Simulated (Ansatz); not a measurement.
Start from ZnS in the zinc blende structure (space group F-43m, No. 216; a = 5.4435 Å). Axes: x, y, z lie along the cube axes.

Calculations: plane-wave PAW DFT at the PBE level (Ansatz, an electronic-structure program, 420 eV), spin-orbit coupling left out, earlier PAW set.

Now apply this change: the cell is scaled by 1.0073 in all directions; the atoms relax in the strained cell.

Q: Predict the stress tensor and what it implies for the stiffness.

A: Stress of the strained cell less that of the base (GPa, compression positive):
```
  -1.45    0.00    0.00
   0.00   -1.45    0.00
   0.00    0.00   -1.45
```

Then B = −ΔP/(ΔV/V₀) with ΔV/V₀ = 0.0221 gives secant stiffness values (nonlinear terms included at this strain): B ≈ 66 GPa.

No phonon test of stability was made.
